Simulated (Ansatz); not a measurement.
An Ansatz (a first-principles code) run: SrTiO3 with a change (Ti → V); PBEsol/PAW in Ansatz, no spin-orbit coupling, earlier PAW set.

Input:

Ansatz 0.2 input:
```yaml
crystal:
  lattice:
    - [3.8101818577, 0, 0]
    - [0, 3.8101818577, 0]
    - [0, 0, 3.8101818577]
  atoms:
    - { symbol: Sr, position: [0, 0, 0] }
    - { symbol: V, position: [0.5, 0.5, 0.5] }
    - { symbol: O, position: [0, 0.5, 0.5] }
    - { symbol: O, position: [0.5, 0.5, 0] }
    - { symbol: O, position: [0.5, 0, 0.5] }
basis: { ecutwfc: 420, ecutrho_ratio: 4, xc_grid: 2, fft_grid_basis: typed }
kpoints: { mp_grid: { grid: [12, 12, 12] } }
hamiltonian:
  xc: pbesol
  dispersion: none
  pseudopotentials: { azcp: { folder: ./paw }, kind: paw }
scf: { occupations: { method: fermi_dirac, width: 0.05 }, convergence: { dr2_threshold: 0.0000000005 } }
output: { forces: true, stress: true }
checkpoint: { write: state.ck, write_every: 1000 }
```

Output (explanatory and most iteration lines left out):

```
Pseudopotential: Sr, paw, valence charge 10
Pseudopotential: V, paw, valence charge 13
Pseudopotential: O, paw, valence charge 6
Crystal: 5 atoms, lattice volume = 55.314 Å³
Basis set: ecut = 420 eV, 1045 PW (Γ), exchange–correlation on 54×54×54 points (8 copies of the dense FFT grid, shifted against one another)
Bands: 26, of which v1, the nominal top of the filled ones, is band 21 counted from 1 (20 counted from 0)
Symmetry: 48 space group operations
Space group: Pm-3m (ITA 221), of the structure as read, at distance tolerance 3.8e-5 Å
k-points: 84 of 1728
Functional: x = pbesol(κ = 0.804, μ = 0.12345679012345678), c = pbesol(β = 0.046)
SCF iter   1: F=—  HF=-8067.008427 eV  |F-HF|=—  |Δ(HF+E_count)|=         —  Δρ=5.40e-2  dr2=1.31e0  ethr=3.10e-3  ⟨swp⟩=7.7  Hψ=10943  notcnv=0
SCF iter   2: F=—  HF=-8066.830787 eV  |F-HF|=—  |Δ(HF+E_count)|=   1.78e-1  Δρ=2.66e-2  dr2=4.45e-1  ethr=3.10e-3  ⟨swp⟩=2.6  Hψ=3334  notcnv=0  defer=8
SCF 1 converged in 10 iterations: F = -8066.753485 eV  dr2 = 2.42e-10
SCF converged after 10 iterations
Free energy (F): -8066.753485 eV
Internal energy: -8066.743781 eV  (E = F + TS)
E sigma→0 (E₀):  -8066.748633 eV
Entropy (-TS):   -0.009704 eV (-1.941 meV/atom)
Fermi energy:    12.845342 eV
--- Forces (eV/Å), atoms counted from 1 ---
  atom   1  Sr    -0.00000000    -0.00000000    -0.00000000
  atom   2  V      0.00000000     0.00000000    -0.00000000
  atom   3  O      0.00000000    -0.00000000    -0.00000000
  atom   4  O      0.00000000    -0.00000000     0.00000000
  atom   5  O     -0.00000000    -0.00000000    -0.00000000
--- Stress (GPa, compression-positive) ---
       -0.002009       0.000000       0.000000
        0.000000      -0.002009       0.000000
        0.000000       0.000000      -0.002009
  P = ⅓ Tr σ = -0.0020 GPa (-0.020 kbar)
```

Whether these cells are dynamically stable was not tested. Seeded moments were not kept for Ti → V. No Hubbard U is applied, and correlation can decide whether such a compound is a metal. The final runs are not spin-polarised. An odd electron count without spin: SrVO3. The cell was made from SrTiO3 by this change: Ti → V. Many cubic perovskites are stable only at high temperature; tilts and polar distortions were not tested.
